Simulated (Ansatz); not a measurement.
We consider L1₀ (CuAu-type) FePt, described by RPBE in Ansatz (PAW).

Run with plane-wave cutoff 520 eV, 20×20×16 k mesh (along the axes of the cell as run), Fermi–Dirac smearing 0.05 eV, spin-polarised with parallel moments, scalar-relativistic PAW data made under PBE.

Equation-of-state points:

| V (Å³/atom) | E − E_lowest (meV/atom) | P (GPa) |
|---|---|---|
| 13.803 | 14.31 | 8.31 |
| 14.090 | 3.43 | 3.90 |
| 14.378 | 0.00 | 0.00 |
| 14.665 | 3.16 | -3.46 |
| 14.953 | 12.17 | -6.52 |

**Question.** Estimate the bulk modulus from the pressures at 14.090 and 14.665 Å³/atom, and compare it with a fit to all energies.

**Answer.** B = −V dP/dV. Between V = 14.090 and 14.665 Å³/atom, dP/dV = (-3.46 − (3.90))/(14.665 − 14.090) = -12.8 GPa per Å³/atom; at the midpoint 14.377 Å³/atom this gives B ≈ 184 GPa. The third-order Birch–Murnaghan fit gives V0 = 14.378 Å³/atom, B0 = 184 GPa, B′ = 5.1, which lies within 1 % of that estimate.

Shape and atoms are relaxed at each volume.

Measured, for comparison: bulk modulus 208 GPa (room temperature, not corrected to a static lattice; as tabulated in First-principles calculations on Fe-Pt nanoclusters of various morphologies). Computed (rounded) less measured: bulk modulus -12 %.

Note: the bulk modulus comes from volumes at which shape and atoms were relaxed.

Spin–orbit coupling is not included.

Computed values are for the static lattice.

The result took around 19 core-minutes (rough).

Ansatz is a program for electronic structure.
